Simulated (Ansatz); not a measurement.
Reference: ZnS (F-43m), r2SCAN with spin-orbit coupling, rigid bands (plane waves, PAW; Ansatz, a program for electronic structure); axes and stresses refer to this cell.

```
ZnS
1.0
    0.00000     2.69516     2.69516
    2.69516     0.00000     2.69516
    2.69516     2.69516     0.00000
Zn S
1 1
Direct
  0.00000   0.00000   0.00000
  0.25000   0.25000   0.25000
```

The Seebeck coefficient, p-type 1e19 cm⁻³ is 387 μV/K, the band gap is 2.68 eV and the hole conductivity mass is 0.87 mₑ.

**Question.** Change: uniaxial stress along [110] of -1 GPa (compression positive). What happens to Seebeck coefficient, p-type 1e19 cm⁻³, band gap, hole conductivity mass?

**Answer.** Seebeck coefficient, p-type 1e19 cm⁻³ decreases to 371 μV/K; band gap moves little, to 2.64 eV; hole conductivity mass shrinks to 0.83 mₑ.

**Question.** Change: uniaxial stress along [110] of -2 GPa (compression positive). What happens to Seebeck coefficient, p-type 1e19 cm⁻³, band gap, hole conductivity mass?

**Answer.** Seebeck coefficient, p-type 1e19 cm⁻³ falls to 350 μV/K; band gap decreases to 2.59 eV; hole conductivity mass decreases to 0.79 mₑ.

Masses are for dilute carriers at 300 K, harmonic means over directions unless an axis is named. Seebeck coefficients are for the stated density at 300 K, with one relaxation time for all states and whether or not that doping can be reached. Stresses and pressures are the targets of the relaxation.  The structure type is held under load, also where the real crystal would transform.
